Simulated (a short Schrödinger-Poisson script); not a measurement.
Stack: gated Al0.33Ga0.67N/GaN polarisation-induced gas, at 300 K.

```csv
layer,material,thickness (nm),Na (cm⁻³)
1,Al0.33Ga0.67N,10,-
2,GaN,6000,8e15
```

Constants are typed, rounded textbook-type inputs, not results; the design itself was drawn at random and stands for no fabricated device. Al0.33Ga0.67N: permittivity 9.3, conduction-band edge (eV) 0.462, gap (eV) 4.09, electron mass (mₑ) 0.24, Nv at 300 K (cm⁻³) 4.6e19. GaN: permittivity 9.5, conduction-band edge (eV) 0, gap (eV) 3.43, Nv at 300 K (cm⁻³) 4.6e19.

Channel valleys (confinement mass, in-plane density-of-states mass, number): Γ 0.2, 0.2, 1. At the gate the conduction-band edge of layer 1 lies 1.27 eV − eVg above the Fermi level of the channel; the field vanishes at the back. Sheet of polarisation charge: +1.6e13 e/cm² at 10 nm from the gate. The barrier under the gate holds no holes. Gaps are held at their typed values at every temperature. Mesh 0.08 nm at interfaces.

From a short Schrödinger-Poisson script (our own, NumPy): 1D Poisson equation in equilibrium, electrons quantum, Hartree (BenDaniel-Duke, 40 states a valley, the channel's in-plane mass for all, wave functions free to enter the barrier), parabolic valleys, classical holes, full ionisation, no traps, pinning or gate leakage.

The same stack at other levels of the model or other numerical settings:

| run | sheet density of all electrons at Vg = 0.5 V (cm⁻²) | sheet density of all electrons at Vg = -1.5 V (cm⁻²) | capacitance at Vg = 0.5 V (μF/cm²) | centroid of the channel electrons at Vg = 0.5 V (nm) | rough cost against the base |
|---|---|---|---|---|---|
| base | 1.19e13 | 2.78e12 | 0.757 | 1.75 | about 1 |
| electrons treated as classical, Boltzmann | 1.31e13 | 3.19e12 | 0.804 | (withheld) | 0.03 |
| electrons treated as classical, Fermi-Dirac | 1.19e13 | (withheld) | 0.732 | 1.50 | 0.1 |
| electrons treated as quantum, Hartree plus LDA exchange-correlation | 1.21e13 | (withheld) | 0.762 | 1.60 | 2 |
| mesh six times as coarse | 1.19e13 | 2.77e12 | 0.758 | 1.69 | 0.3 |
| one subband a valley | 1.18e13 | 2.76e12 | 0.751 | 1.42 | 0.4 |

**Question.** What belongs in the gaps?

**Answer.** 
- electrons treated as classical, Fermi-Dirac, sheet density of all electrons at Vg = -1.5 V (cm⁻²): 2.96e12
- electrons treated as classical, Boltzmann, centroid of the channel electrons at Vg = 0.5 V (nm): 0.59
- electrons treated as quantum, Hartree plus LDA exchange-correlation, sheet density of all electrons at Vg = -1.5 V (cm⁻²): 2.91e12

The classical rows ignore confinement, and Boltzmann statistics overrate the density once the band edge passes the Fermi level.
